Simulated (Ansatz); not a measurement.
Take NaI in the rock salt structure (space group Fm-3m, No. 225) as the base.

```
CELL_PARAMETERS angstrom
      0.00000     3.20105     3.20105
      3.20105     0.00000     3.20105
      3.20105     3.20105     0.00000
ATOMIC_POSITIONS crystal
  Na 0.00000 0.00000 0.00000
  I  0.50000 0.50000 0.50000
```

Cartesian axes are those of the cell as printed.

Computed with Kohn–Sham DFT with the PBEsol functional, run in Ansatz (a program for electronic structure) with PAW and 420 eV plane waves, no spin-orbit coupling.

Base values:

| Quantity | Result |
|---|---|
| Valley order | Γ 3.60 eV; X along ⟨100⟩ 4.47 eV; L along ⟨111⟩ 4.96 eV |

It is then changed as follows: biaxial strain +2.00 %, plane normal [001], relaxed out of plane (Cartesian); in-plane vectors clamped, the third vector and the atoms free.

Q: Predict the new valley order.

A: The valley order (the lowest conduction-band minima on the path, energy above the VBM, named in the base's zone) becomes Γ 3.50 eV; X along [001] 4.42 eV; X along [100] 4.45 eV; L along [1-1-1] 4.94 eV (base: Γ 3.60 eV; X along ⟨100⟩ 4.47 eV; L along ⟨111⟩ 4.96 eV).

Q: Predict the new out-of-plane strain.

A: The out-of-plane strain is -0.80 %.

Q: How does this affect the in-plane stress?

A: The mean in-plane stress (compression positive) comes out as -0.7 GPa.

Spin-orbit coupling, missing from the scalar runs, can matter with I. The levels and masses belong to the bands next to the band gap. Stability against distortions was not tested.
